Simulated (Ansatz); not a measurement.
**MgO under a change: biaxial strain +2.50 %, plane normal [111], relaxed out of plane**

The reference is MgO in the rock salt structure (space group Fm-3m, No. 225; a = 4.2141 Å). Axes: x, y, z lie along the cube axes.

The change: biaxial strain +2.50 %, plane normal [111], relaxed out of plane (Cartesian); in-plane vectors clamped, the third vector and the atoms free.

Level of theory: PBEsol, PAW, 420 eV (Ansatz, a quantum-chemistry and plane-wave program; no spin-orbit coupling). Settings: 13×13×13 k-points, 0.05 eV Fermi–Dirac smearing.

The volume per atom goes up by 0.39 Å³ to 9.74 Å³ and the space group goes from Fm-3m (No. 225) to R-3m (No. 166). The shortest interatomic distance increases by 0.029 Å to 2.136 Å and the energy increases by 13 meV/atom. The pressure (mean of the normal stresses, compression positive) drops by 5.86 GPa, from 0.01 GPa to -5.85 GPa and the band gap decreases by 0.55 eV (4.62 eV → 4.07 eV). The gap character is still direct at Γ and the electron mass changes from 0.34 mₑ (at Γ) to 0.33 mₑ (at Γ). The valence-band top at Γ (three highest levels, from the VBM) goes from 0.00, 0.00, 0.00 eV to 0.00, -0.23, -0.23 eV and the out-of-plane strain amounts to -0.88 %. The ratio −ε⊥/ε∥ amounts to 0.35 and the mean in-plane stress (compression positive) comes out as -8.8 GPa.

Effective masses come from finite differences of ±0.01 Å⁻¹. Stability against distortions was not tested. Labels are those of the standard path for the cell's own space group.
